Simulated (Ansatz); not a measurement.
ZnS (F-43m), r2SCAN with spin-orbit coupling, rigid bands in Ansatz (a quantum-chemistry and plane-wave program): N_v = 5.17e19 cm⁻³ at 300 K and a hole conductivity mass of 0.868 mₑ.

Problem. For 1e16 holes per cm³ at 300 K, place the Fermi level, estimate the Seebeck coefficient of a parabolic band with constant τ, and give mobility and conductivity for τ = 20 fs.

Solution. The level lies k_BT ln(N_v/p) = 0.221 eV above the valence-band maximum. S ≈ +(k_B/e)[ln(N_v/p) + 5/2] = 952 μV/K, against 981 μV/K from the full bands (mean over directions). μ = eτ/m = 40.5 cm²/(V·s) and σ = peμ = 0.0649 S/cm. τ is assumed, not computed.

Band transport and this doping are assumed; polarons and phonon drag are left out.
